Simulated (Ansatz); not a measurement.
## A self-consistent single point of LaPt₃ (Pm-3m, 4 atoms in the cell) with Ansatz

Computed with LDA (PW92), default PAW files made with PBE (plane waves; Ansatz, a quantum-chemistry and plane-wave program).

The input file:

Ansatz 0.2 input:
```yaml
crystal:
  lattice:
    - [4.19335800, 0.00000000, 0.00000000]
    - [0.00000000, 4.19335800, 0.00000000]
    - [0.00000000, 0.00000000, 4.19335800]
  atoms:
    - { symbol: La, position_ang: [0.00000000, 0.00000000, 0.00000000] }
    - { symbol: Pt, position_ang: [0.00000000, 2.09667900, 2.09667900] }
    - { symbol: Pt, position_ang: [2.09667900, 0.00000000, 2.09667900] }
    - { symbol: Pt, position_ang: [2.09667900, 2.09667900, 0.00000000] }
basis:
  ecutwfc: 420.0
kpoints:
  mp_grid: { grid: [8, 8, 8] }
hamiltonian:
  xc: lda
  pseudopotentials: { kind: paw }
scf:
  occupations: { method: gaussian, width: 0.1 }
output:
  forces: true
  eigenvalues: true
  stress: true
```

The program printed (abridged):

```
WARN ansatz: RAYON_NUM_THREADS=1 ignored (pool sized by the plan → 1); use --threads N
Pseudopotentials: kind: paw
Pseudopotential: La, paw, valence charge 11
Pseudopotential: Pt, paw, valence charge 18
Crystal: 4 atoms, lattice volume = 73.737 Å³
Basis set: ecut = 420 eV, 1419 PW (Γ)
Bands: 39, of which v1, the nominal top of the filled ones, is band 33 counted from 1 (32 counted from 0)
Symmetry: 48 space group operations
Space group: Pm-3m (ITA 221), of the structure as read, at distance tolerance 4.2e-5 Å
k-points: 35 of 512
PAW frozen core: La, regenerated for the run's functional, and the local potential with it
PAW frozen core: Pt, regenerated for the run's functional, and the local potential with it
Initial density: superposition of atomic densities (neutral atoms: chi_scale 0, normalization atom), corrected by the library's trained network
Initial wavefunctions: pseudopotential atomic-orbital guess
Eigensolver: davidson
Functional: x = slater, c = lda
SCF iter   1: F=—  HF=-42814.335695 eV  |F-HF|=—  |Δ(HF+E_count)|=         —  Δρ=5.73e-3  dr2=1.33e-2  ethr=1.77e-3  ⟨swp⟩=4.4  Hψ=4858  notcnv=0
all-band conjugate gradients solve this SCF's bands
preconditioner: auto → Kerker (q_TF=auto, 2.672 Å⁻¹)
SCF iter   2: F=—  HF=-42814.333008 eV  |F-HF|=—  |Δ(HF+E_count)|=   2.69e-3  Δρ=2.98e-3  dr2=3.18e-3  ethr=2.05e-5  ⟨swp⟩=2.6  Hψ=2470  notcnv=0  defer=56
SCF iter   3: F=—  HF=-42814.332368 eV  |F-HF|=—  |Δ(HF+E_count)|=   6.40e-4  Δρ=3.09e-4  dr2=6.77e-5  ethr=4.89e-6  ⟨swp⟩=2.1  Hψ=2076  notcnv=0  defer=56
SCF iter   4: F=—  HF=-42814.332350 eV  |F-HF|=—  |Δ(HF+E_count)|=   1.76e-5  Δρ=8.21e-5  dr2=9.90e-6  ethr=1.04e-7  ⟨swp⟩=2.0  Hψ=2326  notcnv=0  defer=56
SCF iter   5: F=—  HF=-42814.332347 eV  |F-HF|=—  |Δ(HF+E_count)|=   3.05e-6  Δρ=2.12e-5  dr2=4.53e-7  ethr=1.52e-8  ⟨swp⟩=2.0  Hψ=2029  notcnv=0  defer=57
SCF iter   6: F=-42814.332347 eV  HF=-42814.332347 eV  |F-HF|=1.35e-8  |Δ(HF+E_count)|=   1.19e-7  Δρ=4.51e-6  dr2=2.20e-8  ethr=1.54e-10  ⟨swp⟩=10.4  Hψ=6128  notcnv=0
SCF 1 converged in 6 iterations: F = -42814.332347 eV  dr2 = 2.20e-8
SCF converged after 6 iterations
Free energy (F): -42814.332347 eV
Harris-Foulkes:  -42814.332347 eV  (|F-HF|=1.35e-8)
Internal energy: -42814.320028 eV  (E = F + TS)
E sigma→0 (E₀):  -42814.326188 eV
Entropy (-TS):   -0.012319 eV (-3.080 meV/atom)
Fermi energy:    18.938493 eV
--- Per-component energies (eV) ---
  E_band       = -537.631388
  E_kinetic    = 2115.517572
  E_local      = -5630.733764  (includes V_loc(G=0)·N_el)
  E_nonlocal   = 722.951167
  E_hartree    = 2134.502086
  E_xc         = -921.797855
  E_vxc        = -1058.564694  (∫ρ·V_xc dr)
  E_paw        = -32779.381520  (= ΣΔE_a)
  E_vpaw       = -955.809641  (= ΣTr[D̂ρ^β])
  E_aug_tail   = 0.000503  (compensation charges beyond the density's cutoff)
  E_ewald      = -8457.092542
  E_core_change = 1.714325  (= ΣΔE_core)
  E_smearing   = -0.012319  (= −TS)
  E_closure    = -0.000000  (closes the sum)
  Σ components = -42814.332347   (vs F -42814.332347, Δ=0.00e0)
--- Forces (eV/Å), atoms counted from 1 ---
  atom   1  La    -0.00000000    -0.00000000    -0.00000000
   [... zero for the other atoms too ...]
  max |Σ_I F_I| component: 1.12e-28 eV/Å
--- Stress (GPa, compression-positive) ---
       -6.478979      -0.000000      -0.000000
       -0.000000      -6.478979       0.000000
        0.000000       0.000000      -6.478979
  P = ⅓ Tr σ = -6.4790 GPa (-64.790 kbar)
  The stress holds the Pulay correction. Without it, at fixed plane waves, as pw.x and ABINIT print it: P = -6.5056 GPa
--- Band table (eV; the first three rows and the last of 35) ---
  k-point 0: bands = ["-78.9534", "-78.9414", "-78.9414", "-33.1551", "-33.1551", "-33.1551", "-33.0725", "-33.0725", "-33.0725", "-32.9992", "-32.9992", "-32.9992", "-12.1457", "4.0430", "4.0430", "4.0430", "11.5275", "13.4492", "13.4492", [...]
  k-point 1: bands = ["-78.9530", "-78.9418", "-78.9414", "-33.1519", "-33.1519", "-33.1498", "-33.0734", "-33.0734", "-33.0727", "-33.0051", "-33.0017", "-33.0017", "-12.1394", "3.9325", "4.0292", "4.0292", "11.7554", "13.5946", "13.6211", [...]
  k-point 2: bands = ["-78.9519", "-78.9429", "-78.9414", "-33.1431", "-33.1431", "-33.1346", "-33.0762", "-33.0762", "-33.0732", "-33.0216", "-33.0077", "-33.0077", "-12.1240", "3.6832", "3.9963", "3.9963", "12.3625", "14.0062", "14.0308", [...]
  k-point 34: bands = ["-78.9454", "-78.9454", "-78.9454", "-33.1871", "-33.1498", "-33.1498", "-33.1498", "-33.0192", "-33.0192", "-33.0192", "-32.9978", "-32.9978", "-12.0803", "3.7643", "3.7643", "3.7643", "13.1656", "13.1656", "13.1656", [...]
```

The run converged in 6 iterations.

The starting cell comes from a database of computed structures (which also holds hypothetical and non-ambient phases and stackings), without a prior relaxation at this level. Its lattice was rescaled by up to half a per cent. Spin-orbit coupling is off. Spin polarisation is off. With a pressure of about -6 GPa the cell is away from its equilibrium volume at this level. Ansatz's pressure includes its estimate of the finite-basis (Pulay) stress.
